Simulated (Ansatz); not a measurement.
## Defect calculation: Ga vacancy + Si on the Ga site in metastable zinc-blende GaN

Computed with PBE, PAW (plane waves to 420 eV; Ansatz, a quantum-chemistry and plane-wave program). The supercell holds 64 host sites (2×2×2 repeats of the unit cell), with a 2×2×2 shifted k-point sampling for the final energies. Sites at the start: the Ga site; Ga 3.22 Å away. Charged cells carry a point-charge image correction with potential alignment at far atoms. Dielectric constants: PBE linear response of the host. Host gap at this level: 1.54 eV. These values are not converged in cell size to better than tenths of an eV. Levels are measured in PBE's own, too narrow, gap. Spin–orbit coupling is left out. Each state is the lowest found from its start.

Formation energies E_f are given with the Fermi level at the valence-band maximum. Chemical conditions: Ga-rich (Δμ(Ga) = 0.00 eV, Δμ(Si) = -1.31 eV, bounded by beta Si3N4; only phases computed here count, gases as isolated molecules at 0 K); N-rich (Δμ(Ga) = -0.87 eV, Δμ(Si) = -2.47 eV, bounded by beta Si3N4; only phases computed here count, gases as isolated molecules at 0 K). Reference phases: Ga: alpha gallium, Si: silicon.

| charge | moment (μB) | largest move off a lattice site (Å) | image correction with alignment (eV) | E_f, Ga-rich (eV) | E_f, N-rich (eV) | above the lowest spin state (eV) |
|---|---|---|---|---|---|---|
| 0 | 2.0 | 0.28 | 0.00 | 5.62 | 5.04 | 0.00 |
| 0† | not spin-polarised | 0.28 | 0.00 | 5.92 | 5.34 | 0.30 |
| −1† | 1.0 | 0.29 | 0.62 | – | – | 0.00 |
| −1† | 1.0 | 0.29 | 0.62 | – | – | 0.00 |
| −2 | 0.0 | 0.30 | 1.53 | 7.66 | 7.08 | 0.00 |
| −2 | not spin-polarised | 0.30 | 1.53 | 7.66 | 7.08 | 0.00 |

† Not settled in this cell, so no level is given: charge −1: a level filled in part.

Starting moments that weren't kept: charge −1 began with 3 μB and ended with 1.0; charge −2 began with 2 μB and ended with 0.0.

Flagged in the runs: a strain field that reaches the edge of the cell.

All states together cost very roughly 3 core-hours.
